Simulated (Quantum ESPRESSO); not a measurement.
How far to go with the plane-wave cutoff: Te (C2, 3 atoms in the cell)

```
Te
1.0
    2.21885    -3.84316     0.00000
    2.21885     3.84316     0.00000
    0.00000     0.00000     5.90035
Te
3
Direct
  0.00000   0.26300   0.66667
  0.74827   0.74827   0.00000
  0.26300   0.00000   0.33333
```

Level of theory: LDA (PZ), PSlibrary PAW (LDA) pseudopotentials (plane waves; Quantum ESPRESSO).

Base settings: ecutwfc = 40 Ry; ecutrho = 240 Ry; occupations = smearing; smearing = fd; degauss = 0.00147 Ry; potentials = {Te: Te.pz-n-kjpaw_psl.1.0.0.UPF}; K_POINTS = automatic 3 3 2 0 0 0; conv_thr = 1e-10 Ry.

Moved along: ecutrho.

The second cell is the first with its lattice scaled by 0.98.

The mesh stays at the base's, so the ladder's end is converged at best in this setting alone.

Only quantities that move along the ladder and can be compared are tabulated; the gap is left out on so coarse a mesh.

The count of work is k-points × plane waves × bands × iterations; it is no time. Core times come from one kind of shared machine, to one figure; runs under 30 s give none.

The starting cell has typed, rounded lattice constants, without a prior relaxation at this level. Its lattice was rescaled by up to half a per cent. One atom was moved a little off its site on purpose.

```csv
ecutwfc,free energy less the last step's (meV/atom),energy of the compressed cell less the first (meV/atom),pressure (GPa),largest difference of a force vector from the last step's (eV/Å),count of work / last,core time / last (rough)
14 Ry,20.02,24.65,0.00,0.011,0.056,–
16 Ry,10.60,24.33,0.06,0.006,0.069,–
18 Ry,5.99,23.88,0.12,0.003,0.082,–
20 Ry,4.11,23.83,0.17,0.002,0.096,–
22 Ry,3.56,23.89,0.20,0.002,0.100,–
24 Ry,3.36,23.85,0.19,0.001,0.13,–
28 Ry,2.31,23.85,0.17,0.001,0.16,–
32 Ry,1.18,23.80,0.18,0.000,0.19,–
36 Ry,0.81,23.78,0.19,0.000,0.23,–
40 Ry,0.80,23.76,0.19,0.000,0.27,–
44 Ry,0.65,23.75,0.19,0.000,0.31,–
48 Ry,0.41,23.74,0.19,0.000,0.35,–
54 Ry,0.25,23.75,0.19,0.000,0.42,0.4
60 Ry,0.24,23.75,0.19,0.000,0.50,0.5
70 Ry,0.11,23.75,0.19,0.000,0.63,0.6
80 Ry,0.04,23.75,0.19,0.000,0.76,0.7
96 Ry,0.00,23.74,0.19,0.000,1.0,1
```

Coarsest ecutwfc that holds the forces within 0.005 eV/Å of the last step, with all finer ones: 18 Ry, at 0.082 of the last step's count of work; the step before is off by 0.006 eV/Å.

Coarsest ecutwfc that holds the energy of the compressed cell less the first within 0.5 meV/atom of the last step, with all finer ones: 18 Ry, at 0.082 of the last step's count of work; the step before is off by 0.59 meV/atom.

Coarsest ecutwfc that holds the pressure within 0.05 GPa of the last step, with all finer ones: 20 Ry, at 0.096 of the last step's count of work; the step before is off by 0.07 GPa.

The energy difference between the two cells stays within 1 meV/atom of the last step's from 14 Ry on, the total only from 36 Ry on: much of the error is common to both cells and cancels.

Two neighbours can agree and both be off: 22 Ry and 24 Ry differ by 0.20 meV/atom in the free energy, yet lie about 3.4 meV/atom from the last step.
